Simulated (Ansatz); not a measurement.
A self-consistent single point of BaGa2H2 (P3m1, 5 atoms in the cell) with Ansatz (a quantum-chemistry and plane-wave program).

Method: LDA (PW92), default PAW files made with PBE (plane waves; Ansatz).

The change in words: lattice scaled by 0.98; kpoints.mp_grid.grid: 9 9 7 → 6 6 5; scf.occupations.width: 0.0073 Ry → 0.0037 Ry. Reference geometry:
```xyz
5
Lattice="4.5126 0.0000 0.0000 -2.2563 3.9080 0.0000 0.0000 0.0000 4.9654" Properties=species:S:1:pos:R:3 pbc="T T T"
Ba     0.0000     0.0000     0.0500
Ga     0.0000     2.6054     2.3279
Ga     2.2563     1.3027     2.6375
H      0.0000     2.6054     0.6599
H      2.2563     1.3027     4.3054
```

Reference input (self-consistent single point, DFT, LDA (PW92), plane waves, default PAW files made with PBE): basis.ecutwfc = 30.9 Ry; kpoints.mp_grid.grid = 9 9 7; hamiltonian.xc = lda; hamiltonian.pseudopotentials = {kind: paw} (the program's default PAW files); scf.occupations.method = fermi_dirac; scf.occupations.width = 0.0073 Ry. This run's input differs from it in these lines:

Ansatz 0.2 input:
```diff
@@ -2,11 +2,11 @@
   lattice:
-    - [4.512611, 0.000000, 0.000000]
-    - [-2.256306, 3.908037, 0.000000]
-    - [0.000000, 0.000000, 4.965389]
+    - [4.422359, 0.000000, 0.000000]
+    - [-2.211180, 3.829876, 0.000000]
+    - [0.000000, 0.000000, 4.866081]
   atoms:
-    - { symbol: Ba, position_ang: [0.000000, 0.000000, 0.050001] }
-    - { symbol: Ga, position_ang: [-0.000003, 2.605359, 2.327923] }
-    - { symbol: Ga, position_ang: [2.256308, 1.302678, 2.637466] }
-    - { symbol: H, position_ang: [-0.000003, 2.605359, 0.659950] }
-    - { symbol: H, position_ang: [2.256308, 1.302678, 4.305439] }
+    - { symbol: Ba, position_ang: [0.000000, 0.000000, 0.049001] }
+    - { symbol: Ga, position_ang: [-0.000003, 2.553252, 2.281365] }
+    - { symbol: Ga, position_ang: [2.211182, 1.276624, 2.584716] }
+    - { symbol: H, position_ang: [-0.000003, 2.553252, 0.646751] }
+    - { symbol: H, position_ang: [2.211182, 1.276624, 4.219330] }
 basis:
@@ -15,3 +15,3 @@
   mp_grid:
-    grid: [9, 9, 7]
+    grid: [6, 6, 5]
 hamiltonian:
@@ -23,3 +23,3 @@
     method: fermi_dirac
-    width: 0.0073 Ry
+    width: 0.0037 Ry
 output:
```

Log, with long lists cut:

```
SCF iter   1: F=—  HF=-13227.371650 eV  |F-HF|=—  |Δ(HF+E_count)|=         —  Δρ=8.26e-3  dr2=4.06e-2  ethr=1.77e-3  ⟨swp⟩=8.5  Hψ=3541  notcnv=0
all-band conjugate gradients solve this SCF's bands
preconditioner: auto → Resta (q_TF=auto, 2.398 Å⁻¹)
SCF iter   2: F=—  HF=-13227.358211 eV  |F-HF|=—  |Δ(HF+E_count)|=   1.34e-2  Δρ=3.83e-3  dr2=8.51e-3  ethr=1.07e-4  ⟨swp⟩=2.0  Hψ=1061  notcnv=0  defer=7
   [... lines left out ...]
SCF iter   4: F=—  HF=-13227.355463 eV  |F-HF|=—  |Δ(HF+E_count)|=   1.73e-6  Δρ=1.29e-4  dr2=1.13e-5  ethr=2.57e-7  ⟨swp⟩=2.8  Hψ=1123  notcnv=0  defer=7
SCF iter   5: F=—  HF=-13227.355465 eV  |F-HF|=—  |Δ(HF+E_count)|=   2.18e-6  Δρ=6.62e-5  dr2=2.15e-6  ethr=2.97e-8  ⟨swp⟩=2.0  Hψ=1123  notcnv=0  defer=7
SCF iter   6: F=—  HF=-13227.355463 eV  |F-HF|=—  |Δ(HF+E_count)|=   2.67e-6  Δρ=1.67e-5  dr2=2.96e-7  ethr=5.65e-9  ⟨swp⟩=2.0  Hψ=1125  notcnv=0  defer=7
SCF iter   7: F=-13227.355462 eV  HF=-13227.355462 eV  |F-HF|=4.18e-10  |Δ(HF+E_count)|=   5.98e-8  Δρ=3.21e-6  dr2=8.92e-9  ethr=2.63e-10  ⟨swp⟩=6.7  Hψ=3140  notcnv=0
SCF 1 converged in 7 iterations: F = -13227.355462 eV  dr2 = 8.92e-9
Free energy (F): -13227.355462 eV
Internal energy: -13227.353355 eV  (E = F + TS)
E sigma→0 (E₀):  -13227.354409 eV
Entropy (-TS):   -0.002108 eV (-0.422 meV/atom)
Fermi energy:    9.017733 eV
--- Forces (eV/Å), atoms counted from 1 ---
  atom   1  Ba    -0.00000000    -0.00000000    -0.13188066
  atom   2  Ga    -0.00000000     0.00000000     0.36688076
  atom   3  Ga     0.00000000    -0.00000000    -0.22960506
  atom   4  H     -0.00000000    -0.00000000    -0.35180656
  atom   5  H      0.00000000     0.00000000     0.34641503
--- Stress (GPa, compression-positive) ---
       -0.683760       0.000000      -0.000000
        0.000000      -0.683760      -0.000000
       -0.000000      -0.000000       0.162202
  P = ⅓ Tr σ = -0.4018 GPa (-4.018 kbar)
  The stress holds the Pulay correction. Without it, at fixed plane waves, as pw.x and ABINIT print it: P = -0.4547 GPa
```

The run converged in 7 iterations. Against the reference run the free energy falls by 9.9 meV/atom, the pressure goes from -3.31 to -0.40 GPa and the largest force goes from 0.202 to 0.367 eV/Å.

The starting cell comes from a database of computed structures (which also holds hypothetical and non-ambient phases and stackings), without a prior relaxation at this level. Its lattice was rescaled by up to half a per cent. One atom was moved a little off its site on purpose. For this run, on top of that: lattice scaled by 0.98. Ansatz's pressure includes its estimate of the finite-basis (Pulay) stress.
